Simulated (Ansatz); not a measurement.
**Convergence test for AlSiMo (P3_212, 9 atoms in the cell)**

```
AlSiMo
1.0
    4.72918     0.00000     0.00000
   -2.36459     4.09559     0.00000
    0.00000     0.00000     6.57744
Al Si Mo
3 3 3
Direct
  0.66597   0.83298   0.50000
  0.16701   0.83298   0.16667
  0.16701   0.33403   0.83333
  0.01104   0.50552   0.50000
  0.49448   0.50552   0.16667
  0.49448   0.98896   0.83333
  0.34503   0.17252   0.50000
  0.82749   0.17252   0.16667
  0.82749   0.65497   0.83333
```

Level of theory: PBEsol, default PAW files made with PBE (plane waves; Ansatz, a program for electronic structure).

The starting cell comes from a database of computed structures (which also holds hypothetical and non-ambient phases and stackings), without a prior relaxation at this level. Spin polarisation is off. Ansatz's pressure includes its estimate of the finite-basis (Pulay) stress.

Held fixed: hamiltonian.xc = pbesol; hamiltonian.pseudopotentials = {kind: paw} (the program's default PAW files); scf.occupations.method = cold; scf.occupations.width = 0.1 eV.

ΔF is the free energy per atom less that of the last row (20 20 12).

```csv
kpoints.mp_grid.grid,ΔF (meV/atom),pressure (GPa),largest force (eV/Å),k-points,iterations
1 1 1,89.7,-1.85,1.103,1,9
2 2 1,-67.5,-1.44,0.833,2,6
2 2 2,-77.4,-1.98,0.104,4,6
3 3 2,5.3,-1.21,0.119,6,6
4 4 3,1.46,-1.26,0.132,9,6
5 5 3,2.8,-1.23,0.061,12,6
6 6 4,-1.17,-1.29,0.102,24,6
7 7 4,-0.27,-1.29,0.101,28,6
8 8 5,-0.68,-1.28,0.071,40,6
9 9 6,0.30,-1.26,0.065,62,6
11 11 7,-0.13,-1.27,0.074,94,6
13 13 8,-0.11,-1.27,0.068,147,6
16 16 10,-0.07,-1.27,0.076,264,6
20 20 12,0.00,-1.27,0.074,473,6
```

Largest force within 0.005 eV/Å of the last row: from kpoints.mp_grid.grid = 16 16 10 on; the one before it is off by 0.0063 eV/Å. Only the last setting checks this, so the series should go further.

Pressure within 0.1 GPa of the last row: from kpoints.mp_grid.grid = 3 3 2 on; the one before it is off by 0.72 GPa. The value it settles on is -1.27 GPa at this level of theory and with the other settings as held.

Keys are those of Ansatz 0.2.
